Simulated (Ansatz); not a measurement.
**Worked sum: formation energy of the neutral Al_Si in SiC (4H, P6₃mc)**

This concerns the formation energy of the neutral Al_Si in SiC (4H, P6₃mc). Reaction: 48 SiC (4H) + Al (fcc) → cell A + Si (diamond).

A: a supercell of 96 sites of SiC (4H, P6₃mc) with Al on a Si site (4 C at 1.98–1.99 Å); an odd number of electrons; spin state with PBE: no moments.

Method: Ansatz (a first-principles code), PAW, neutral cells at 0 K with nuclei at rest, on structures from PBE. Ansatz runs with its default PAW set. Other levels take these structures. The lattices are those relaxed with PBE, so at other levels the solids can be strained, which adds to the spread. Larger cells are relaxed from a start prepared with the learned potential CHGNet, on a coarser mesh till forces fall under 0.03 eV/Å, which some starts already meet. A dispersion term (D3(BJ), or D4 for r2SCAN) was computed beside these levels and is taken off wherever the name lacks it. The PAW files were made for PBE and serve at the other functionals too. Space groups of crystals are read within 0.01 Å. Mesh and cell size may move defect energies by 0.1 eV or more. The value holds for the reservoirs listed; other chemical potentials shift it. Cell A has symmetry Pm within 0.02 Å and got no random move, so less symmetric positions, which may lie lower, weren't tried.

Total energies of the cells in eV, at zero smearing width. They compare only within one column; the weights balance every element.

```json
[
 {"cell": "A: SiC:Al_Si", "atoms": "96", "weight": "+1", "r2SCAN": "-42683.55503", "LDA": "-40807.50929"},
 {"cell": "Si (diamond)", "atoms": "2", "weight": "+1/2", "r2SCAN": "-1278.13039", "LDA": "-1217.27963"},
 {"cell": "SiC (4H)", "atoms": "96", "weight": "−1", "r2SCAN": "-42783.84341", "LDA": "-40904.91918"},
 {"cell": "Al (fcc)", "atoms": "1", "weight": "−1", "r2SCAN": "-540.40590", "LDA": "-512.87146"}
]
```

r2SCAN: (-42683.55503) + 1/2 × (-1278.13039) − (-42783.84341) − (-540.40590) = 1.629 eV.

LDA: (-40807.50929) + 1/2 × (-1217.27963) − (-40904.91918) − (-512.87146) = 1.642 eV.

What follows from the r2SCAN value: With the reservoirs of the reaction as written, and without entropy terms or charged states, the share of sites that hold the defect in equilibrium is exp(−1.63 eV/k_BT) = 6.1×10^-9 at 1000 K.
